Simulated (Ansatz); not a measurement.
A self-consistent single point of V (Im-3m, 1 atom in the cell) with Ansatz (a program for electronic structure).

Method of the run: PBE (plane waves, PAW; Ansatz).

```yaml
crystal:
  lattice:
    - [-1.50743, 1.50743, 1.50743]
    - [1.50743, -1.50743, 1.50743]
    - [1.50743, 1.50743, -1.50743]
  atoms:
    - { symbol: V, position: [0.00000, 0.00000, 0.00000] }
```

Reference input (self-consistent single point, DFT, PBE, plane waves, default PAW files): basis.ecutwfc = 30.9 Ry; kpoints.mp_grid.grid = 15 15 15; hamiltonian.xc = pbe; hamiltonian.pseudopotentials = {kind: paw} (the program's default PAW files); scf.occupations.method = gaussian; scf.occupations.width = 0.0073 Ry. This run's input differs from it in these lines:

Ansatz 0.2 input:
```diff
@@ -10,3 +10,3 @@
 kpoints:
-  mp_grid: { grid: [15, 15, 15] }
+  mp_grid: { grid: [24, 24, 24] }
 hamiltonian:
@@ -15,3 +15,3 @@
 scf:
-  occupations: { method: gaussian, width: 0.0073 Ry }
+  occupations: { method: fermi_dirac, width: 0.0015 Ry }
 output:
```

Output (repeated stretches shortened):

```
SCF iter   1: F=—  HF=-2912.409371 eV  |F-HF|=—  |Δ(HF+E_count)|=         —  Δρ=4.46e-3  dr2=7.53e-4  ethr=1.77e-3  ⟨swp⟩=4.0  Hψ=21756  notcnv=0
all-band conjugate gradients solve this SCF's bands
preconditioner: auto → none
SCF iter   2: F=—  HF=-2912.409377 eV  |F-HF|=—  |Δ(HF+E_count)|=   5.03e-6  Δρ=2.26e-3  dr2=1.92e-4  ethr=5.79e-6  ⟨swp⟩=1.6  Hψ=8229  notcnv=0
SCF iter   3: F=—  HF=-2912.409439 eV  |F-HF|=—  |Δ(HF+E_count)|=   6.25e-5  Δρ=5.57e-4  dr2=3.24e-5  ethr=1.48e-6  ⟨swp⟩=2.5  Hψ=7435  notcnv=0
SCF iter   4: F=—  HF=-2912.409422 eV  |F-HF|=—  |Δ(HF+E_count)|=   1.68e-5  Δρ=4.40e-5  dr2=2.24e-7  ethr=2.49e-7  ⟨swp⟩=2.9  Hψ=7239  notcnv=0
iter 5 did not close the SCF: its close was put off for the readings that it lacked (scf_convergence_deferred on its scf_iter line)
SCF iter   5: F=-2912.409422 eV  HF=-2912.409422 eV  |F-HF|=2.03e-8  |Δ(HF+E_count)|=   4.91e-8  Δρ=1.68e-5  dr2=2.80e-8  ethr=1.73e-9  ⟨swp⟩=1.0  Hψ=4459  notcnv=0
SCF iter   6: F=-2912.409422 eV  HF=-2912.409422 eV  |F-HF|=6.23e-11  |Δ(HF+E_count)|=   6.86e-9  Δρ=1.48e-6  dr2=1.18e-10  ethr=2.15e-10  ⟨swp⟩=2.3  Hψ=14408  notcnv=0
SCF 1 converged in 6 iterations: F = -2912.409422 eV  dr2 = 1.18e-10
Free energy (F): -2912.409422 eV
Internal energy: -2912.406705 eV  (E = F + TS)
E sigma→0 (E₀):  -2912.408063 eV
Entropy (-TS):   -0.002718 eV (-2.718 meV/atom)
Fermi energy:    16.198246 eV
--- Forces (eV/Å), atoms counted from 1 ---
  atom   1  V     -0.00000000    -0.00000000     0.00000000
--- Stress (GPa, compression-positive) ---
       -3.232175      -0.000000       0.000000
       -0.000000      -3.232175       0.000000
       -0.000000       0.000000      -3.232175
  P = ⅓ Tr σ = -3.2322 GPa (-32.322 kbar)
  The stress holds the Pulay correction. Without it, at fixed plane waves, as pw.x and ABINIT print it: P = -3.3184 GPa
```

The run converged in 6 iterations. Against the reference run the free energy goes up by 5.0 meV/atom and the pressure goes from -3.38 to -3.23 GPa.

The starting cell has typed, rounded lattice constants, without a prior relaxation at this level. Its lattice was rescaled by up to half a per cent. Spin polarisation is off. With a pressure of about -3 GPa the cell is away from its equilibrium volume at this level. Ansatz's pressure includes its estimate of the finite-basis (Pulay) stress.
